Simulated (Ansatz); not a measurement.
Consider ZrSe2 in the CdI2 type structure (space group P-3m1, No. 164; a = 3.7351 Å, c = 6.0315 Å; layered, stacked along the Cartesian z axis). Axes: x lies along a and z along c of the hexagonal cell.

Modification: biaxial strain +2.50 %, plane normal [001], relaxed out of plane (Cartesian); in-plane vectors clamped, the third vector and the atoms free.

All numbers come from PBE-D3(BJ) (Ansatz, a quantum-chemistry and plane-wave program), no SOC.

Task: Give the band edges at the high-symmetry points of the new zone, measured from its valence-band maximum.

Result: 
```json
[
 {"point": "Γ", "valence edge (eV)": "0.00", "conduction edge (eV)": "0.78"},
 {"point": "M", "valence edge (eV)": "-1.75", "conduction edge (eV)": "0.29"},
 {"point": "K", "valence edge (eV)": "-1.88", "conduction edge (eV)": "1.38"},
 {"point": "A", "valence edge (eV)": "-0.59", "conduction edge (eV)": "0.74"},
 {"point": "L", "valence edge (eV)": "-1.08", "conduction edge (eV)": "0.13"},
 {"point": "H", "valence edge (eV)": "-2.16", "conduction edge (eV)": "1.47"}
]
```

The gap is 0.13 eV, indirect, Γ → L.

Whether these cells are dynamically stable was not tested. The final runs are not spin-polarised. A zero or small gap of ZrSe2 can be the functional's error rather than a property of the material.
